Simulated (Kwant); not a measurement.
Device: wire with one Gaussian impurity in a Si two-dimensional gas. Effective mass 0.19 mₑ, grid spacing 6.7 nm, hard walls, nominal width 200 nm (29 grid rows, so walls 201 nm apart), one parabolic valley, scattering region 600 nm long along x; energies count from the band bottom; Fermi energy swept from 3.9582e-05 to 0.00084112 eV. Impurity U exp(−r²/2σ²), U = 0.0011 eV, σ = 9.3 nm, 0 nm off the axis.

The device is made up for the run: typed textbook-type constants, with dimensions and the other settings drawn at random.

Kwant, effective-mass tight-binding model on a square grid, one spin, coherent transport at 0 K. Conductance is in e²/h.

Sweep values stay those of the base run.

The effective mass was swept, all else fixed.

```tsv
effective mass (mₑ)	mean G (e²/h) over the sweep	G (e²/h) at E = 0.6390 meV	G (e²/h) at E = 0.4370 meV	G (e²/h) at E = 0.8411 meV
0.11	1.55	1.99	1.96	2.73
0.15	1.88	2.65	1.97	2.87
0.19	2.14	2.77	2.00	3.87
0.25	2.54	3.79	2.55	3.95
```

From the first row to the last the mean G over the sweep goes from 1.55 to 2.54. From the first row to the last the G at E = 0.6390 meV goes from 1.99 to 3.79.
